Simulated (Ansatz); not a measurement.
Consider Os in the hcp (Mg type) structure (space group P6_3/mmc, No. 194; a = 2.729 Å, c = 4.309 Å; relaxed with 0.1 eV smearing). Axes: x lies along a and z along c of the hexagonal cell.

Computed with Ansatz (a program for electronic structure) PBEsol, scalar-relativistic without spin-orbit coupling.

One thing is altered: tensor shear ε_xz = +2.00 % (engineering shear γ = 0.0400); the atoms relax in the strained cell.

**Question.** Predict the stress tensor and what it implies for the stiffness.

**Answer.** Stress of the strained cell less that of the base (GPa, compression positive):
```
    0.5     0.0   -10.9
    0.0     0.3     0.0
  -10.9     0.0     1.2
```

Then −Δσ/γ with γ = 2ε = 0.0400 gives secant stiffness values (nonlinear terms included at this strain): C55 ≈ 272 GPa.

As a check, the harmonic strain energy −½ V₀ Δσ:ε is 19 meV/atom; the computed energy rise is 19 meV/atom.

Stability against distortions was not tested. All final runs are without spin polarisation.
